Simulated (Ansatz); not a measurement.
The reference is GaSb in the zinc blende structure (space group F-43m, No. 216).

```yaml
crystal:
  lattice:
    - [0.00000, 3.06677, 3.06677]
    - [3.06677, 0.00000, 3.06677]
    - [3.06677, 3.06677, 0.00000]
  atoms:
    - { symbol: Sb, position: [0.75000, 0.75000, 0.75000] }
    - { symbol: Ga, position: [0.00000, 0.00000, 0.00000] }
```

Cartesian axes are those of the cell as printed.

Method: r2SCAN, PAW, 500 eV (Ansatz, a first-principles code; spin-orbit coupling left out), earlier PAW set.

Strains are applied to the cell and any free atomic positions relax; under biaxial strain the out-of-plane vector relaxes too.

One change was made to it. Results:

| quantity | base | after |
|---|---|---|
| valley order (the lowest conduction-band minima on the path, energy above the VBM, named in the base's zone) | Γ 0.41 eV; L along ⟨111⟩ 0.68 eV; a point along ⟨100⟩, about 0.9 Å⁻¹ from Γ 1.10 eV | L along ⟨111⟩ 0.90 eV; a point along ⟨100⟩, about 0.8 Å⁻¹ from Γ 0.98 eV; Γ 1.12 eV |
| pressure | 0.00 GPa | 5.92 GPa |
| energy relative to the base (free energy F) | 0 meV/atom | +42 meV/atom |

### Question
What was done to the base?
A) uniaxial strain ε_zz = +1.39 %
B) isotropic strain −2.96 %
C) biaxial strain −0.38 %, plane normal [001], relaxed out of plane

### Answer
B, isotropic strain −2.96 %. For comparison, the valley order in the other runs: uniaxial strain ε_zz = +1.39 % gives Γ 0.28 eV; L along [111] 0.62 eV; a point along [010], about 0.9 Å⁻¹ from Γ 1.05 eV; a point along [001], about 0.9 Å⁻¹ from Γ 1.17 eV; biaxial strain −0.38 %, plane normal [001], relaxed out of plane gives Γ 0.43 eV; L along [111] 0.68 eV; a point along [010], about 0.9 Å⁻¹ from Γ 1.06 eV; a point along [001], about 0.9 Å⁻¹ from Γ 1.12 eV.

Spin-orbit coupling, missing from the scalar runs, can matter with Sb. The levels and masses belong to the bands next to the band gap. Whether these cells are dynamically stable was not tested.
